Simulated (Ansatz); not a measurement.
Consider this model of amorphous Hf₁₈O₃₉In₂.

```xyz
59
Lattice="9.0459 -0.1156 0.1270 -0.1156 9.3979 -0.0470 0.1270 -0.0470 9.1545" Properties=species:S:1:pos:R:3 pbc="T T T"
Hf     1.4506     7.8386     5.5705
Hf     1.2962     4.3676     0.4677
Hf     8.4394     4.0983     3.7203
Hf     8.7175     1.0084     5.8428
Hf     5.9730     6.8529     1.7382
Hf     4.0653     6.2946     7.2208
Hf     2.6901     5.5014     3.5663
Hf     7.2236     6.8932     4.9425
Hf     3.5473     2.7304     7.9734
Hf     2.7659     2.2277     4.6620
Hf     6.5254     0.7702     3.2960
Hf     6.9719     5.0550     8.3857
Hf     6.1529     3.2273     5.9309
Hf     5.0117     3.7020     2.1422
Hf     0.5605     1.4739     1.6990
Hf     0.9801     4.7092     6.4220
Hf     9.0157     8.2571     8.9630
Hf     3.0804     9.0014     2.3856
O      2.4073     7.6380     3.6622
O      2.5966     5.8805     5.6096
O      4.6781     8.4189     1.4467
O      6.9188     5.2117     6.2741
O      5.6820     1.8166     1.7543
O      5.3414     6.4048     8.7350
O      7.6071     6.9331     0.3763
O      8.5460     1.2568     3.6729
O      5.4778     7.3732     5.9468
O      1.5473     2.3661     0.0521
O      4.4537     5.8069     2.5823
O      8.4140     3.1211     5.7308
O      1.4154     3.8387     4.2100
O      1.6542     0.5561     5.4347
O      8.5129     8.3794     5.3100
O      2.2756     1.4477     2.7758
O      2.0037     2.9440     6.5584
O      6.3913     4.6931     1.1294
O      0.6345     7.2647     7.3558
O      1.3163     8.9861     1.0170
O      6.6397     1.0345     5.5024
O      4.3323     2.0929     5.9923
O      6.7196     3.0001     7.9272
O      6.5278     3.2028     3.8527
O      3.0946     8.1399     6.8044
O      8.9729     4.5596     8.3585
O      6.5295     8.1546     3.3525
O      0.1502     5.9648     4.9039
O      4.3916     0.5123     3.9360
O      7.8559     0.3549     1.2389
O      8.9113     3.3074     1.9083
O      3.8790     3.7359     3.8386
O      1.4679     5.5610     2.0211
O      7.3008     5.7542     3.2750
O      2.4283     5.1598     8.0534
O      3.6379     3.6623     0.6809
O      8.3183     0.3199     7.7734
O      4.6564     4.3024     7.0229
O      4.6625     0.9941     8.2250
In     6.6046     1.1897     8.9996
In     4.7958    -0.0327     6.1717
```

Method: PBE, scalar-relativistic without spin-orbit coupling (plane waves to 420 eV, PAW; Ansatz, a first-principles code).

A CHGNet melt-quench gave the starting glass, which DFT then relaxed. O atoms were pushed apart under 1.9 Å during the dynamics, to hinder bonds among them. The hot cell started wider than the set density and was brought back towards it in steps. It is the lowest in DFT energy of 2 quenches. It is a model cell: composition and starting density were chosen by hand, and all elements were melted together. No dispersion term was used. Its density started from a set value of 8.80 and ended at 8.68 g/cm³. The quench (nominally 450 K/ps over its main leg) was far faster than any real one, so the model tends to hold more defects than a real film. A cell of this size samples the disorder only roughly. Volume and shape were free in the relaxation. On a 2×2×2 Γ-centred mesh force components of up to 0.12 eV/Å stay, since the relaxation ran on the zone centre alone.

Neighbours within Hf-Hf 3.34 Å, Hf-O 2.60 Å, Hf-In 3.23 Å, O-O 1.58 Å, O-In 2.50 Å, In-In 3.12 Å count as bonded. Two cations that share two anions don't count as bonded, nor two that share one unless they lie closer than Hf-Hf 3.25 Å, Hf-In 3.15 Å, In-In 3.04 Å.

Problem. Give the coordination numbers, mean bond lengths and angles.

Solution. 
The mean coordination of Hf by anions is 6.22 (2 with 5, 10 with 6, 6 with 7) and the mean coordination of O comes out as 3.15 (3 with 2, 27 with 3, 9 with 4). The mean coordination of In by anions comes out as 5.50 (1 with 5, 1 with 6) and the mean Hf-O bond comes out as 2.141 Å (spread 0.117 Å, 112 counted). The mean O-In bond comes out as 2.191 Å (spread 0.079 Å, 11 counted) and the bond angle at Hf is mean 102.7°, spread 29.0°. The bond angle at O is mean 114.7°, spread 17.7° and the bond angle at In comes out as mean 105.0°, spread 30.0°.

Problem. List the pairs of like atoms that count as bonded by the rules above.

Solution. There are none by these rules.
